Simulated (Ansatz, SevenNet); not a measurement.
# How well does each level of theory give the elastic constant C12 of cubic perovskite KMgF3?

Reference value: 43.6 ± 0.2 GPa (measured, temperature not stated, no zero-point or thermal correction, sources range from 39.6 to 43.6; as tabulated in Vaitheeswaran et al. (2007), arXiv:cond-mat/0703621).

**Question.** What do SevenNet-0, LDA, PBE, r²SCAN, HSE06 give, and how far is each from the reference?

**Answer.** 
```csv
level (code),value (GPa),cell (Å³/atom),difference (%)
SevenNet-0 (SevenNet),41.0,13.33,-6.0
LDA (Ansatz),45.8,11.94,+5.0
PBE (Ansatz),38.7,13.33,-11.2
r²SCAN (Ansatz),42.6,12.61,-2.3
HSE06 (Ansatz),42.0,12.85,-3.7
```

The reference's temperature isn't stated, so close values are not ranked against it.

The measured value isn't corrected to a static lattice, so vibrations enter the comparison.  SevenNet-0, LDA, PBE, r²SCAN, HSE06: the relaxation could not lower the start's symmetry, so the cell can be a saddle point above a distorted one. Each level is taken at its own relaxed cell. Cutoffs differ between the levels. Ansatz's density-functional and Hartree–Fock values are scalar-relativistic unless marked +SOC, with PAW data made under PBE.

Machine-learned potentials (SevenNet-0) are trained on DFT data, which may include these solids.

Differences are worked out from the printed values.

Ansatz is an electronic-structure program.
